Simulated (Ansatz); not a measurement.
Take MgS in the rock salt structure (space group Fm-3m, No. 225; a = 5.1551 Å) as the base.

All numbers come from PBE-D3(BJ), PAW, 420 eV (Ansatz, a first-principles code; scalar-relativistic without spin-orbit coupling).

One change was made to it. Results:

The smallest direct gap increases by 0.07 eV to 4.02 eV; the hole mass (degenerate bands, along [100]) becomes 0.26, 0.91, 0.91 mₑ (at Γ) (base: 0.26, 0.92, 0.92 mₑ (at Γ)); the width of the top valence band increases by 0.024 eV (2.43 eV → 2.46 eV); the band gap goes up by 0.02 eV, from 2.85 eV to 2.87 eV.

Question: What was done to the base?
A) pressure 1.5 GPa
B) pressure 0.7 GPa
C) pressure 3 GPa

Answer: B, pressure 0.7 GPa. For comparison, the smallest direct gap in the other runs: pressure 3 GPa gives 4.23 eV; pressure 1.5 GPa gives 4.09 eV.

Load acts through the strain it causes; cell and atoms are relaxed under it. Masses are band curvatures over ±0.01 Å⁻¹ around the edge. Stability against distortions was not tested. The base started in Pnma and relaxed to Fm-3m at this level.
